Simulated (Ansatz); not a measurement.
A (8,8) MoS2 nanotube, relaxed period 3.204 Å, atoms relaxed at each strain.

```tsv
strain	energy (meV a period)	axial force (nN)
-0.015	+112.1	-7.67
+0.015	+102.1	+6.64
```

The numbers are results of PBE (plane waves to 420 eV, PAW; Ansatz, a quantum-chemistry and plane-wave program), not measurements. Mesh 1×1×10. No spin polarisation, so a magnetic state wasn't tested. One-dimensional cell, images about 11 Å apart. An idealised model, rolled from the flat sheet. It keeps the symmetry and period of its start, so it need not be a minimum against all distortions. Values not marked SOC lack spin–orbit coupling. Buckling under compression is shut out by symmetry and the short period. Energies are free energies at a Fermi–Dirac width of 0.02 eV, from the unstrained cell.

Mean diameter 14.84 Å.

Work out the axial stiffness dF/dε in two ways, and what it means for a modulus.

From the forces: (+6.64 − (-7.67))/0.030 = 477 nN. From the energies: (E₊ + E₋)/(ε² c) = 0.2142 eV/(0.015² × 3.204 Å) = 297.1 eV/Å = 476 nN. The two agree to within 1 %. Spread over the circumference π × 14.84 Å, the force value is a sheet stiffness of 102 N/m.
